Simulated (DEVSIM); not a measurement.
Device: Cr/SiO2/p-Si capacitor, at 300 K.

```tsv
layer (left to right)	material	thickness (nm)	Na (cm⁻³)
1	SiO2	3.80	-
2	Si	2100	7.4e16
```

Metal gate on the left, work function 4.5 eV. Fixed charge at the semiconductor interface 1.11e12 cm⁻² (in units of +e); no interface traps.

This is a model device: material constants are rounded textbook-type values typed into the input, and sizes, dopings and lifetimes were drawn at random. Values at 300 K.

| parameter | SiO2 | Si |
|---|---|---|
| gap (eV) | 9 | 1.124 |
| affinity (eV) | 0.9 | 4.05 |
| permittivity | 3.9 | 11.7 |
| Nc (cm⁻³) | - | 2.86e19 |
| Nv (cm⁻³) | - | 3.1e19 |

Simulated with DEVSIM: 1D Poisson equation in equilibrium, Boltzmann statistics, complete ionisation; no quantum confinement or tunnelling. Metal contacts follow the ideal Schottky-Mott rule: no Fermi-level pinning, no interface dipoles.

**Question.** Tabulate band edges, carrier densities and field at 0.1 V on the gate.

**Answer.** Energies count from the Fermi level of the right contact; mesh points crowd at the junctions.

```json
[
 {"x (μm)": "0.000", "Ec (eV)": "3.500", "Ev (eV)": "-5.500", "n (cm⁻³)": "< 1e2", "p (cm⁻³)": "< 1e2", "field (V/cm)": "-150000"},
 {"x (μm)": "0.0009558", "Ec (eV)": "3.486", "Ev (eV)": "-5.514", "n (cm⁻³)": "< 1e2", "p (cm⁻³)": "< 1e2", "field (V/cm)": "-150000"},
 {"x (μm)": "0.002149", "Ec (eV)": "3.468", "Ev (eV)": "-5.532", "n (cm⁻³)": "< 1e2", "p (cm⁻³)": "< 1e2", "field (V/cm)": "-150000"},
 {"x (μm)": "0.003266", "Ec (eV)": "3.451", "Ev (eV)": "-5.549", "n (cm⁻³)": "< 1e2", "p (cm⁻³)": "< 1e2", "field (V/cm)": "-150000"},
 {"x (μm)": "0.004504", "Ec (eV)": "0.302", "Ev (eV)": "-0.822", "n (cm⁻³)": "2.4e14", "p (cm⁻³)": "480000", "field (V/cm)": "120000"},
 {"x (μm)": "0.006438", "Ec (eV)": "0.325", "Ev (eV)": "-0.799", "n (cm⁻³)": "9.9e13", "p (cm⁻³)": "1200000", "field (V/cm)": "120000"},
 {"x (μm)": "0.01038", "Ec (eV)": "0.371", "Ev (eV)": "-0.753", "n (cm⁻³)": "1.7e13", "p (cm⁻³)": "6900000", "field (V/cm)": "110000"},
 {"x (μm)": "0.02261", "Ec (eV)": "0.502", "Ev (eV)": "-0.622", "n (cm⁻³)": "1.0e11", "p (cm⁻³)": "1.1e9", "field (V/cm)": "100000"},
 {"x (μm)": "0.04330", "Ec (eV)": "0.685", "Ev (eV)": "-0.439", "n (cm⁻³)": "8.8e7", "p (cm⁻³)": "1.3e12", "field (V/cm)": "77000"},
 {"x (μm)": "0.08543", "Ec (eV)": "0.907", "Ev (eV)": "-0.217", "n (cm⁻³)": "16000", "p (cm⁻³)": "7.1e15", "field (V/cm)": "29000"},
 {"x (μm)": "0.1712", "Ec (eV)": "0.968", "Ev (eV)": "-0.156", "n (cm⁻³)": "1600", "p (cm⁻³)": "7.3e16", "field (V/cm)": "200"},
 {"x (μm)": "0.4233", "Ec (eV)": "0.968", "Ev (eV)": "-0.156", "n (cm⁻³)": "1600", "p (cm⁻³)": "7.4e16", "field (V/cm)": "≈ 0"},
 {"x (μm)": "0.8592", "Ec (eV)": "0.968", "Ev (eV)": "-0.156", "n (cm⁻³)": "1600", "p (cm⁻³)": "7.4e16", "field (V/cm)": "≈ 0"},
 {"x (μm)": "1.451", "Ec (eV)": "0.968", "Ev (eV)": "-0.156", "n (cm⁻³)": "1600", "p (cm⁻³)": "7.4e16", "field (V/cm)": "≈ 0"},
 {"x (μm)": "1.851", "Ec (eV)": "0.968", "Ev (eV)": "-0.156", "n (cm⁻³)": "1600", "p (cm⁻³)": "7.4e16", "field (V/cm)": "≈ 0"},
 {"x (μm)": "1.980", "Ec (eV)": "0.968", "Ev (eV)": "-0.156", "n (cm⁻³)": "1600", "p (cm⁻³)": "7.4e16", "field (V/cm)": "≈ 0"},
 {"x (μm)": "2.044", "Ec (eV)": "0.968", "Ev (eV)": "-0.156", "n (cm⁻³)": "1600", "p (cm⁻³)": "7.4e16", "field (V/cm)": "≈ 0"},
 {"x (μm)": "2.075", "Ec (eV)": "0.968", "Ev (eV)": "-0.156", "n (cm⁻³)": "1600", "p (cm⁻³)": "7.4e16", "field (V/cm)": "≈ 0"},
 {"x (μm)": "2.093", "Ec (eV)": "0.968", "Ev (eV)": "-0.156", "n (cm⁻³)": "1600", "p (cm⁻³)": "7.4e16", "field (V/cm)": "≈ 0"},
 {"x (μm)": "2.099", "Ec (eV)": "0.968", "Ev (eV)": "-0.156", "n (cm⁻³)": "1600", "p (cm⁻³)": "7.4e16", "field (V/cm)": "≈ 0"},
 {"x (μm)": "2.102", "Ec (eV)": "0.968", "Ev (eV)": "-0.156", "n (cm⁻³)": "1600", "p (cm⁻³)": "7.4e16", "field (V/cm)": "≈ 0"},
 {"x (μm)": "2.104", "Ec (eV)": "0.968", "Ev (eV)": "-0.156", "n (cm⁻³)": "1600", "p (cm⁻³)": "7.4e16", "field (V/cm)": "≈ 0"}
]
```
